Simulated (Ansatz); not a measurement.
Crystal: KF (Fm-3m, rock salt, 2 atoms a cell, 18.7 Å³ an atom); planes in its conventional cell.

All values below come from r2SCAN (plane waves, PAW; Ansatz, a program for electronic structure).

The gap is the functional's own, uncorrected, and κ follows it; spin-orbit coupling is left out. Mid-gap values are interpolated between the computed energies.

```
plane  area of the cell (Å²)  mid-gap κ (1/Å)  largest κ in the gap (1/Å)
-----  ---------------------  ---------------  --------------------------
(111)                   12.2             0.58                        0.59
(001)                   14.1              [?]                         [?]
```

Problem. The slowest decay depends on the direction. Supply the withheld values.

Solution. 
- (001), mid-gap κ (1/Å): 0.50
- (001), largest κ in the gap (1/Å): 0.50
